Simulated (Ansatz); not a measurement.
Habitual settings against a tight run: LaSnPt (P-62m, 9 atoms in the cell)

Self-consistent single point.

```
LaSnPt
1.0
    7.81811     0.00000     0.00000
   -3.90905     6.77068     0.00000
    0.00000     0.00000     4.27764
La Sn Pt
3 3 3
Direct
  0.41420   0.41420   0.00000
  0.00000   0.58580   0.00000
  0.58580   0.00000   0.00000
  0.00000   0.24827   0.50000
  0.24827   0.00000   0.50000
  0.75173   0.75173   0.50000
  0.33333   0.66667   0.50000
  0.66667   0.33333   0.50000
  0.00000   0.00000   0.00000
```

Level of theory: LDA (PW92), PAW files made with PBE (plane waves; Ansatz, a program for electronic structure).

Base settings: basis.ecutwfc = 420 eV; kpoints.mp_grid.grid = 5 5 8; hamiltonian.xc = lda; hamiltonian.pseudopotentials = {kind: paw} (the program's default PAW files); scf.occupations.method = methfessel_paxton; scf.occupations.width = 0.2 eV.

Tight run (finer mesh or higher cutoff; not a proven limit): basis.ecutwfc: 420 eV → 590 eV; kpoints.mp_grid.grid: 5 5 8 → 7 7 11; scf.convergence.dr2_threshold: default (1e-07 eV) → 1e-09 eV. It gave Fermi level (on the code's own zero) 13.81 eV; pressure -9.43 GPa; largest force (vector length) 0.053 eV/Å.

Quick runs, as changes from the base:
- A: the base itself
- B: basis.ecutwfc: 420 eV → 295 eV; kpoints.mp_grid.grid: 5 5 8 → 4 4 4; scf.occupations.width: 0.2 eV → 0.272 eV
- C: kpoints.mp_grid.grid: 5 5 8 → 4 4 4; scf.occupations.method: methfessel_paxton → cold; scf.occupations.width: 0.2 eV → 0.272 eV; scf.convergence.dr2_threshold: default (1e-07 eV) → 0.001 eV
- D: basis.ecutwfc: 420 eV → 250 eV; kpoints.mp_grid.grid: 5 5 8 → 1 1 1; hamiltonian.xc: lda → pbesol [PBEsol]
- E: basis.ecutwfc: 420 eV → 210 eV; kpoints.mp_grid.grid: 5 5 8 → 4 4 4; scf.occupations.method: methfessel_paxton → fermi_dirac

Energies are extrapolated to zero smearing width, which holds to low order in the width alone.

Dashes: energy of D, another energy zero.

† marks runs with another functional, U, potentials or spin treatment: their distance from the tight run is not a convergence error alone.

The count of work is k-points × plane waves × bands × iterations; it is no time. 

Pressures in the table are Ansatz's without its Pulay estimate, at a fixed set of plane waves; the tight run's value above holds the estimate.

The starting cell comes from a database of computed structures (which also holds hypothetical and non-ambient phases and stackings), without a prior relaxation at this level. Its lattice was rescaled by a random factor within 2.5 % of one. Spin polarisation is off. In the base run, with a pressure of about -9 GPa the cell is away from its equilibrium volume at this level.

| run | energy less tight (meV/atom) | pressure less tight (GPa) | largest miss in a force vector (eV/Å) | count of work / tight |
|---|---|---|---|---|
| A | 1.0 | 0.00 | 0.008 | 0.27 |
| B | 90.4 | -4.99 | 0.022 | 0.077 |
| C | 5.3 | 0.10 | 0.017 | 0.10 |
| D† | – | -23.87 | 1.010 | 0.0051 |
| E | 3243.0 | -106.81 | 0.158 | 0.042 |

Among the runs at the tight run's level, the energy misses run from 1.0 to 3243.0 meV/atom.

Left out of this page: 1 run of the series with a known weakness of the program.

Keys are those of Ansatz 0.2.
